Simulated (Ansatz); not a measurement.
## Response to strain in CaSi2

Start from CaSi2 (space group R-3m, No. 166; a = 3.851 Å, c = 29.809 Å (hexagonal axes); a cell from a computed database, its experimental status unchecked). Axes: x lies along a and z along c of the hexagonal cell.

Strains are applied to the cell and any free atomic positions relax; under biaxial strain the out-of-plane vector relaxes too.

Level of theory: PBEsol (Ansatz, an electronic-structure program; PAW; 420 eV plane waves; scalar-relativistic without spin-orbit coupling).

Notes on the quantities. energy relative to the base: free energy F; pressure: mean of the normal stresses, compression positive.

```csv
change,energy relative to the base,pressure,volume per atom
base,0 meV/atom,0.0 GPa,21.27 Å³
"biaxial strain −4.80 %, plane normal [001], relaxed out of plane",+54 meV/atom,6.0 GPa,20.05 Å³
tensor shear ε_xy = −0.25 %,+0.1 meV/atom,0.0 GPa,21.27 Å³
tensor shear ε_yz = +1.39 %,+2.5 meV/atom,0.1 GPa,21.27 Å³
```

Without a gap, meshes like the base's 14×14×14 leave anisotropic stresses uncertain by several tenths of a GPa, and small strain energies with them. No phonon test of stability was made. All final runs are without spin polarisation.
